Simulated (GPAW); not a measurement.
Input and output of a self-consistent single point for BiClO (P4/nmm, 6 atoms in the cell) (GPAW)

Computed with PBEsol, GPAW PAW datasets PBEsol (made by gpaw-setup) (plane waves; GPAW).

Input as run:

```python
from ase import Atoms
from ase.units import GPa
from gpaw import GPAW

atoms = Atoms(['Bi', 'Bi', 'Cl', 'Cl', 'O', 'O'],
              cell=[[3.893400, 0.000000, 0.000000],
                    [0.000000, 3.893400, 0.000000],
                    [0.000000, 0.000000, 7.493190]],
              scaled_positions=[[0.000000, 0.500000, 0.832300],
                                [0.500000, 0.000000, 0.167700],
                                [0.500000, 0.000000, 0.653580],
                                [0.000000, 0.500000, 0.346420],
                                [0.000000, 0.000000, 0.000000],
                                [0.500000, 0.500000, 0.000000]],
              pbc=True)

calc = GPAW(mode={'name': 'pw', 'ecut': 950},
            xc='PBEsol',
            kpts={'size': (5, 5, 2), 'gamma': True},
            occupations={'name': 'fermi-dirac', 'width': 0.02},
            nbands=-4,
            convergence={'bands': -2},
            symmetry={'symmorphic': False, 'tolerance': 0.0005},
            maxiter=150,
            txt='-')

atoms.calc = calc

energy = atoms.get_potential_energy()
print('Energy (eV):', round(energy, 6))
forces = atoms.get_forces()
print('Forces (eV/Ang):')
print(forces.round(5))
stress = atoms.get_stress()
print('Stress (GPa, Voigt):', (stress / GPa).round(4))
```

Log, with long lists cut:

```
Input parameters:
  convergence: {bands: -2}
  kpts: {gamma: True,
         size: (5, 5, 2)}
  maxiter: 150
  mode: {ecut: 950,
         name: pw}
  nbands: -4
  occupations: {name: fermi-dirac,
                width: 0.02}
  symmetry: {symmorphic: False,
             tolerance: 0.0005}
  xc: PBEsol

species:
  Bi:
    name: Bismuth
    Z: 83.0
    valence: 15
    core: 68
    charge: 0.0
    file: Bi.PBEsol.gz

    # Using partial waves for Bi as LCAO basis

  Cl:
    name: Chlorine
    Z: 17.0
    valence: 7
    core: 10
    charge: 0.0
    file: Cl.PBEsol.gz

    # Using partial waves for Cl as LCAO basis

  O:
    name: Oxygen
    Z: 8.0
    valence: 6
    core: 2
    charge: 0.0
    file: O.PBEsol.gz

    # Using partial waves for O as LCAO basis

Reference energy: -1198527.934707  # eV

Spin-paired calculation

Convergence criteria:
 Maximum [total energy] change in last 3 cyles: 0.0005 eV / valence electron
 Maximum integral of absolute [dens]ity change: 0.0001 electrons / valence electron
 Maximum integral of absolute [eigenst]ate change: 4e-08 eV^2 / valence electron
 Maximum number of scf [iter]ations: 150

Symmetries present (total): 16
Symmetries with fractional translations: 8
50 k-points: 5 x 5 x 2 Monkhorst-Pack grid + [0.000000,0.000000,1/4]
12 k-points in the irreducible part of the Brillouin zone
       k-points in crystal coordinates                weights
   0:     0.00000000    0.00000000    0.00000000          1/50
   1:     0.00000000    0.00000000    0.50000000          1/50
   2:     0.20000000    0.00000000    0.00000000          4/50
   [... 7 lines left out ...]
          ...
  11:     0.40000000    0.40000000    0.50000000          4/50

Wave functions: Plane wave expansion
  Cutoff energy: 950.000 eV
  Number of coefficients (min, max): 7526, 7590
  Pulay-stress correction: 0.000000 eV/Ang^3 (de/decut=0.000000)

Occupation numbers: Fermi-Dirac:
  width: 0.0200  # eV

Eigensolver

Densities:
  Coarse grid: 28*28*54 grid
  Fine grid: 56*56*108 grid
  Total Charge: 0.000000

Density mixing:
  Method: separate
  Backend: pulay
  Linear mixing parameter: 0.05
  old densities: 5
  Damping of long wavelength oscillations: 50

Hamiltonian:
  XC and Coulomb potentials evaluated on a 56*56*108 grid
  External potential:
    NoExternalPotential

XC parameters: PBEsol with 2 nearest neighbor stencil

Number of atoms: 6
Number of atomic orbitals: 34
Number of bands in calculation: 32
Number of valence electrons: 56
Bands to converge: 30

Density initialized from atomic densities
  32 bands from LCAO basis set

Atomic positions and initial magnetic moments

Positions:
   0 Bi     0.000000    1.946700    6.236582    ( 0.0000,  0.0000,  0.0000)
   1 Bi     1.946700    0.000000    1.256608    ( 0.0000,  0.0000,  0.0000)
   2 Cl     1.946700    0.000000    4.897399    ( 0.0000,  0.0000,  0.0000)
   3 Cl     0.000000    1.946700    2.595791    ( 0.0000,  0.0000,  0.0000)
   4 O      0.000000    0.000000    0.000000    ( 0.0000,  0.0000,  0.0000)
   5 O      1.946700    1.946700    0.000000    ( 0.0000,  0.0000,  0.0000)

Unit cell:
           periodic     x           y           z      points  spacing
  1. axis:    yes    3.893400    0.000000    0.000000    28     0.1391
  2. axis:    yes    0.000000    3.893400    0.000000    28     0.1391
  3. axis:    yes    0.000000    0.000000    7.493190    54     0.1388

  Lengths:   3.893400   3.893400   7.493190
  Angles:   90.000000  90.000000  90.000000

Effective grid spacing dv^(1/3) = 0.1390

     iter     time        total  log10-change:
                         energy   eigst   dens
iter:   1 --:--:--   -36.789992   -0.06
iter:   2 --:--:--   -35.593188   -1.11  -1.04
iter:   3 --:--:--   -33.101099   -0.75  -1.09
iter:   4 --:--:--   -33.005903   -2.11  -1.39
iter:   5 --:--:--   -33.113758   -1.32  -1.45
iter:   6 --:--:--   -32.937254   -1.86  -1.65
iter:   7 --:--:--   -32.884928   -1.97  -1.81
iter:   8 --:--:--   -32.867097   -2.98  -2.21
iter:   9 --:--:--   -32.867150c  -3.76  -2.60
iter:  10 --:--:--   -32.868938c  -3.61  -2.65
iter:  11 --:--:--   -32.865995c  -3.71  -2.60
iter:  12 --:--:--   -32.865819c  -4.03  -2.98
iter:  13 --:--:--   -32.865752c  -5.31  -3.18
iter:  14 --:--:--   -32.865772c  -5.89  -3.23
   [... 2 lines left out ...]
iter:  17 --:--:--   -32.865795c  -6.23  -3.36
iter:  18 --:--:--   -32.865801c  -6.71  -3.46
iter:  19 --:--:--   -32.865803c  -6.28  -3.56
iter:  20 --:--:--   -32.865810c  -6.22  -3.67
iter:  21 --:--:--   -32.865802c  -5.88  -3.92
iter:  22 --:--:--   -32.865802c  -7.58c -4.10c

Converged after 22 iterations.

Dipole moment: (-0.000000, -0.000000, -0.000000) |e|*Ang

Energy contributions relative to reference atoms: (reference = -1198527.934707)

Kinetic:        +64.437590
Potential:      -61.501045
External:        +0.000000
XC:             -33.108552
Entropy (-ST):   -0.000000
Local:           -2.693795
SIC:             +0.000000
--------------------------
Free energy:    -32.865802
Extrapolated:   -32.865802

Showing only first 2 kpts
 Kpt  Band  Eigenvalues  Occupancy
  0    26      3.78048    2.00000
  0    27      3.83881    2.00000
  0    28      7.56064    0.00000
  0    29      8.23758    0.00000

  1    26      4.22252    2.00000
  1    27      4.28514    2.00000
  1    28      7.12827    0.00000
  1    29      7.50137    0.00000

Fermi level: 5.45861

Gap: 2.436 eV
Transition (v -> c):
  (s=0, k=7, n=27, [0.40, 0.00, 0.50]) -> (s=0, k=1, n=28, [0.00, 0.00, 0.50])
Direct/indirect transitions are different
Direct gap: 2.843 eV
Transition at: (s=0, k=1, n=27, [0.00, 0.00, 0.50])
Energy (eV): -32.865802

Forces in eV/Ang:
  0 Bi    0.00000    0.00000   -0.03136
  1 Bi    0.00000    0.00000    0.03136
  2 Cl    0.00000    0.00000    0.05247
  3 Cl    0.00000    0.00000   -0.05247
  4 O     0.00000    0.00000    0.00000
  5 O     0.00000    0.00000    0.00000

Stress tensor:
     0.009024     0.000000    -0.000000
     0.000000     0.009024     0.000000
    -0.000000     0.000000     0.004946
Stress (GPa, Voigt): [ 1.4458  1.4458  0.7924  0.     -0.      0.    ]
```

The run converged in 22 iterations. GPAW prints stress with tension positive.

At such cutoffs GPAW's stress carries a finite-basis (Pulay) error, which enters relaxed cells too; its log prints stress with tension positive.

The starting cell comes from a database of computed structures (which also holds hypothetical and non-ambient phases and stackings), without a prior relaxation at this level. Spin-orbit coupling is off.

Cost on one core of a shared machine: roughly 80 s.
